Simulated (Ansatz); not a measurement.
Cu3Pd (Pm-3m, No. 221): bulk modulus by level of theory

No measured value is used here.

Q: Put these levels in order of the bulk modulus that they give for Cu3Pd (Pm-3m, No. 221), smallest first: LDA (Ansatz, a first-principles code), PBEsol (Ansatz), r²SCAN (Ansatz).

A: r²SCAN (169 GPa), PBEsol (178 GPa), LDA (199 GPa)

Unless a cell is named, each level is at its own relaxed cell (LDA 11.78, PBEsol 12.20, r²SCAN 12.38 Å³/atom).

The crystal itself was run without spin with r²SCAN, LDA, PBEsol; a magnetic state was not tried in these runs. r²SCAN, LDA, PBEsol: the bulk modulus is −V dP/dV from two relaxed cells at ±2 % in volume. r²SCAN, LDA, PBEsol: the relaxation could not lower the start's symmetry, so the cell can be a saddle point above a distorted one. Each level is taken at its own relaxed cell. Cutoffs differ between the levels. Ansatz's density-functional and Hartree–Fock values are scalar-relativistic unless marked +SOC, with PAW data made under PBE.
